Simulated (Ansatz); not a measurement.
The parent structure is Te (space group P3_121, No. 152; a = 4.624 Å, c = 5.903 Å; made of chains). Axes: x lies along a and z along c of the hexagonal cell.

The values are results of plane-wave PAW DFT at the r2SCAN level (Ansatz, a program for electronic structure, 500 eV), scalar-relativistic without spin-orbit coupling, not measurements.

For the base:

| Quantity | Result |
|---|---|
| Smallest direct gap | 0.60 eV |

Now apply this change: a pure shear with ε_yz = ε_zy = 0.0105, atoms relaxed at fixed cell.

Question: Estimate the effect on the largest internal atomic displacement and smallest direct gap.

Answer: The largest internal atomic displacement is 0.017 Å; the smallest direct gap drops by 0.033 eV, from 0.60 eV to 0.56 eV.

With Te present, leaving out spin-orbit coupling can change the band edges. The cells carry an imposed strain or load. Stability against distortions was not tested. No dispersion term is included, though the crystal is made of layers, chains or molecules, so its spacings can come out too wide.
